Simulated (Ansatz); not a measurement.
## What biaxial strain −1.00 %, plane normal [001], relaxed out of plane does to Li

Consider Li in the bcc (W type) structure (space group Im-3m, No. 229; a = 3.434 Å; relaxed with 0.1 eV smearing). Axes: x, y, z lie along the cube axes.

Now apply this change: biaxial strain −1.00 %, plane normal [001], relaxed out of plane (Cartesian); in-plane vectors clamped, the third vector and the atoms free.

Calculations: DFT with PBEsol, PAW potentials and a 420 eV plane-wave cutoff in Ansatz (a quantum-chemistry and plane-wave program), spin-orbit coupling left out. Γ-centred 27×27×27 mesh, Fermi–Dirac width 0.1 eV.

```json
[
 {"quantity": "volume per atom", "base": "20.25 Å³", "changed": "20.23 Å³", "shift": "-0.025 Å³"},
 {"quantity": "space group", "base": "Im-3m (No. 229)", "changed": "I4/mmm (No. 139)", "shift": "–"},
 {"quantity": "shortest interatomic distance", "base": "2.974 Å", "changed": "2.973 Å", "shift": "-0.001 Å"},
 {"quantity": "energy relative to the base (free energy F)", "base": "0 meV/atom", "changed": "0.0 meV/atom", "shift": "0.0 meV/atom"},
 {"quantity": "band gap", "base": "zero", "changed": "zero", "shift": "–"},
 {"quantity": "out-of-plane strain", "base": "–", "changed": "+1.90 %", "shift": "–"},
 {"quantity": "ratio −ε⊥/ε∥", "base": "–", "changed": "1.90", "shift": "–"},
 {"quantity": "mean in-plane stress (compression positive)", "base": "–", "changed": "0.0 GPa", "shift": "–"}
]
```

Final structure (turned so that z lies along the plane normal):

```
Li
1.0
    3.39994     0.00000     0.00000
    0.00000     3.39994     0.00000
    1.69997    -1.69997     1.74983
Li
1
Direct
  0.00000   0.00000   0.00000
```

No phonon test of stability was made.
